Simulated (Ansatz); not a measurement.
# AlRu, pressure series

Take AlRu in the CsCl type structure (space group Pm-3m, No. 221; a = 2.976 Å) as the base.

Cell and atoms are relaxed at each pressure.

Computed with Ansatz (a first-principles code), PBEsol, PAW, cutoff 420 eV, spin-orbit coupling left out.

Two rows of this table had their results exchanged by mistake.

| pressure | volume per atom (Å³) | shortest distance (Å) | band gap |
|---|---|---|---|
| pressure −2 GPa | 13.31 | 2.586 | zero |
| pressure −1 GPa | 13.24 | 2.582 | zero |
| pressure 0.3 GPa | 13.17 | 2.576 | zero |
| pressure 0.7 GPa | 13.14 | 2.575 | zero |
| pressure 1.5 GPa | 13.09 | 2.572 | zero |
| pressure 3 GPa | 13.01 | 2.566 | zero |
| pressure 5 GPa | 12.65 | 2.542 | zero |
| pressure 7.5 GPa | 12.77 | 2.550 | zero |
| pressure 10 GPa | 12.90 | 2.559 | zero |

**Question.** Which two?

**Answer.** The rows for pressure 5 GPa and pressure 10 GPa: the volume has to fall steadily with pressure, so 12.90 Å³ belongs to pressure 5 GPa and 12.65 Å³ to pressure 10 GPa.

Load acts through the strain it causes; cell and atoms are relaxed under it. Whether these cells are dynamically stable was not tested. No other phases were tried under pressure. All final runs are without spin polarisation.
